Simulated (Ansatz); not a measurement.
**Antifluorite K2Te**

Computed with LDA (PAW; Ansatz, a program for electronic structure).

Run with plane-wave cutoff 500 eV, 8×8×8 k mesh, Fermi–Dirac smearing 0.05 eV, scalar-relativistic PAW data made under PBE.

Cell (relaxed at this level):

```
CELL_PARAMETERS angstrom
      0.00000     3.96321     3.96321
      3.96321     0.00000     3.96321
      3.96321     3.96321     0.00000
ATOMIC_POSITIONS crystal
  K  0.25000 0.25000 0.25000
  K  0.75000 0.75000 0.75000
  Te 0.00000 0.00000 0.00000
```

```json
{
 "band_gap": "2.15 eV (on the SCF k mesh)"
}
```

Note: the relaxation could not lower the start's symmetry, so the cell can be a saddle point above a distorted one; the volume lies 8 % below that of the published cell.

Spin–orbit coupling is not included; with these elements it can move the gap by several tenths of an eV or more.

The computed numbers hold no vibrational or temperature effects.
